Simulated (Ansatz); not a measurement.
## B₂O₃ (P3₁21, No. 152)

Calculation: r²SCAN (PAW; Ansatz, a program for electronic structure).

Numerical settings: plane-wave cutoff 600 eV, 12×12×4 k mesh (along the axes of the cell as run), scalar-relativistic PAW data made under PBE.

Cell (relaxed at this level):

```cif
data_B6O9
_chemical_formula_sum 'O9 B6'
_space_group_name_H-M_alt 'P3121'
_space_group_IT_number 152
_space_group_name_Hall 'P 31 2"'
_cell_length_a 4.34410
_cell_length_b 4.34410
_cell_length_c 8.38837
_cell_angle_alpha 90.000
_cell_angle_beta 90.000
_cell_angle_gamma 120.000
loop_
_atom_site_label
_atom_site_type_symbol
_atom_site_symmetry_multiplicity
_atom_site_Wyckoff_symbol
_atom_site_fract_x
_atom_site_fract_y
_atom_site_fract_z
_atom_site_occupancy
O1 O 6 c 0.59802 0.14395 0.12864 1
O2 O 3 a 0.84034 0.84034 0.00000 1
B1 B 6 c 0.39732 0.22982 0.22470 1
```

```
Item                                         Value
----------------------------------------  --------
Voigt–Reuss–Hill bulk modulus             51.6 GPa
polycrystal shear modulus (Hill average)  50.4 GPa
Young modulus                              114 GPa
Poisson ratio                                0.131
```

Elastic constants are with the ions relaxed.

The computed numbers hold no vibrational or temperature effects.

The result took around 4 core-hours (rough).
